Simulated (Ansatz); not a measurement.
The structure below was relaxed with PBEsol (Ansatz, a first-principles code, PAW, scalar-relativistic without spin-orbit coupling), at pressure 5 GPa.

Space group Pbam (No. 55); a = 5.5343 Å, b = 9.7677 Å, c = 3.1718 Å, α = β = γ = 90.00°

```csv
atom,site,symmetry,x,y,z
Cd,4h,..m,0.0619,0.3236,0.5000
Sn,2a,..2/m,0.0000,0.0000,0.0000
O,4g,..m,0.3647,0.3052,0.0000
O,4h,..m,0.2375,0.0400,0.5000
```

Question: Write out a cell with all atoms.

Answer: 
```cif
data_Cd4O8Sn2
_chemical_formula_sum 'Cd4 Sn2 O8'
_space_group_name_H-M_alt 'P 1'
_space_group_IT_number 1
_cell_length_a 5.53430
_cell_length_b 9.76772
_cell_length_c 3.17180
_cell_angle_alpha 90.000
_cell_angle_beta 90.000
_cell_angle_gamma 90.000
loop_
_space_group_symop_operation_xyz
  'x, y, z'
loop_
_atom_site_label
_atom_site_type_symbol
_atom_site_fract_x
_atom_site_fract_y
_atom_site_fract_z
_atom_site_occupancy
Cd1 Cd 0.06185 0.32360 0.50000 1
Cd2 Cd 0.93815 0.67640 0.50000 1
Cd3 Cd 0.56185 0.17640 0.50000 1
Cd4 Cd 0.43815 0.82360 0.50000 1
Sn1 Sn 0.00000 0.00000 0.00000 1
Sn2 Sn 0.50000 0.50000 0.00000 1
O1 O 0.13532 0.80515 0.00000 1
O2 O 0.86468 0.19485 0.00000 1
O3 O 0.63532 0.69485 0.00000 1
O4 O 0.36468 0.30515 0.00000 1
O5 O 0.26252 0.54002 0.50000 1
O6 O 0.73748 0.45998 0.50000 1
O7 O 0.76252 0.95998 0.50000 1
O8 O 0.23748 0.04002 0.50000 1
```
This is the conventional cell.

Load acts through the strain it causes; cell and atoms are relaxed under it. No phonon test of stability was made. Competing high-pressure phases were not computed. The cell was made from Cd2SnO4 (space group Pbam, No. 55) by this change: pressure 5 GPa.
